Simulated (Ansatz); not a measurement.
CdTe (within 0.1 Å of P6₄22, No. 181, 6 atoms in the cell; start mp-1492; a measured phase of this formula has another space group) was calculated with r²SCAN in Ansatz (plane waves, PAW).

Settings: plane-wave cutoff 500 eV, 12×12×4 k mesh (along the axes of the cell as run), Fermi–Dirac smearing 0.05 eV, scalar-relativistic PAW data made under PBE.

Cell (relaxed at this level):

```cif
data_Cd3Te3
_chemical_formula_sum 'Cd3 Te3'
_space_group_name_H-M_alt 'P3121'
_space_group_IT_number 152
_space_group_name_Hall 'P 31 2"'
_cell_length_a 4.56152
_cell_length_b 4.56152
_cell_length_c 10.46993
_cell_angle_alpha 90.000
_cell_angle_beta 90.000
_cell_angle_gamma 120.000
loop_
_atom_site_label
_atom_site_type_symbol
_atom_site_symmetry_multiplicity
_atom_site_Wyckoff_symbol
_atom_site_fract_x
_atom_site_fract_y
_atom_site_fract_z
_atom_site_occupancy
Cd1 Cd 3 a 0.50521 0.50521 0.00000 1
Te1 Te 3 b 0.50217 0.50217 0.50000 1
```

Q: Predict the band gap.

A: 
band gap: 0.60 eV (on the SCF k mesh)

Spin–orbit coupling is not included; with these elements it can move the gap by several tenths of an eV or more.

The computed numbers hold no vibrational or temperature effects.

A start named mp-… is a Materials Project structure, which need not be a measured phase.

Ansatz is a first-principles code.
